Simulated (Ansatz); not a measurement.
Given:

End structure of a constructed model of the (0001) surface of hcp Re, a pseudomorphic layer of Fe in the host's stacking (bottom of the slab: a bare face, its two planes held):

```xyz
7
Lattice="2.7757 0.0000 0.0000 -1.3879 2.4038 0.0000 0.0000 0.0000 30.0000" Properties=species:S:1:pos:R:3 pbc="T T T"
Re     1.3879     0.8013     8.1603
Re     0.0000     1.6026    10.4009
Re     1.3879     0.8013    12.6618
Re     0.0000     1.6026    14.8914
Re     1.3879     0.8013    17.1313
Re     0.0000     1.6026    19.3706
Fe     1.3879     0.8013    21.3440
```

Set-up: 7 atoms, 13.7 Å thick at the start; mesh 15x15x1; 0.1 eV smearing; dipole correction on; 2 atoms held, the rest relaxed; held to the start's symmetry, so lower structures may exist; spin-polarised, ending with about 2.2 μB a cell; orders that need a larger cell were not tried, no spin-orbit, no U. It is one candidate, not shown to be the stable structure of the face.

Question: Estimate the work function of the top face that PBE in Ansatz (a first-principles code) returns for this input.

Answer: 4.32 eV
